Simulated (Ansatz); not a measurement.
```
CELL_PARAMETERS angstrom
      0.00000     2.76366     2.76366
      2.76366     0.00000     2.76366
      2.76366     2.76366     0.00000
ATOMIC_POSITIONS crystal
  Ag 0.00000 0.00000 0.00000
  Cl 0.50000 0.50000 0.50000
```

No spin polarisation.

All numbers come from PBE (Ansatz, a program for electronic structure), no SOC. Γ-centred 10×10×10 mesh, Fermi–Dirac width 0.05 eV.

Task: Predict the electron mass.

Result: 0.27 mₑ (at Γ).

Task: What gap character does the calculation give?

Result: Indirect, L → Γ.

The cells carry an imposed strain or load. Masses are band curvatures over ±0.01 Å⁻¹ around the edge. Stability against distortions was not tested. The cell was made from AgCl in the rock salt structure (space group Fm-3m, No. 225) by this change: isotropic strain −1.50 %.
